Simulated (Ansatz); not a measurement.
**BaHfO3: pressure series**

The reference is BaHfO3 in the cubic perovskite structure (space group Pm-3m, No. 221; a = 4.206 Å).

Cell and atoms are relaxed at each pressure.

Level of theory: Ansatz (an electronic-structure program), PBE, PAW, cutoff 420 eV, spin-orbit coupling left out.

```json
[
 {"P (GPa)": "-2.00", "V (Å³/atom)": "15.082"},
 {"P (GPa)": "-1.00", "V (Å³/atom)": "14.981"},
 {"P (GPa)": "0.29", "V (Å³/atom)": "14.856"},
 {"P (GPa)": "0.68", "V (Å³/atom)": "14.818"},
 {"P (GPa)": "1.50", "V (Å³/atom)": "14.743"},
 {"P (GPa)": "5.00", "V (Å³/atom)": "14.441"},
 {"P (GPa)": "7.50", "V (Å³/atom)": "14.244"},
 {"P (GPa)": "10.00", "V (Å³/atom)": "14.061"}
]
```

**Question.** Fit a third-order Birch–Murnaghan equation of state.

**Answer.** Least squares on P(V) = (3B₀/2)[(V₀/V)^(7/3) − (V₀/V)^(5/3)]·[1 + (3/4)(B₀′ − 4)((V₀/V)^(2/3) − 1)] gives V₀ = 14.88 Å³/atom, B₀ = 155 GPa and B₀′ = 4.4.

Between the base and pressure 10 GPa the gap moves from 3.62 eV to 3.74 eV, a mean slope of 12 meV/GPa.

With Hf present, leaving out spin-orbit coupling can change the band edges. Load acts through the strain it causes; cell and atoms are relaxed under it. Stability against distortions was not tested. No other phases were tried under pressure. The base started in P4mm and relaxed to Pm-3m at this level.
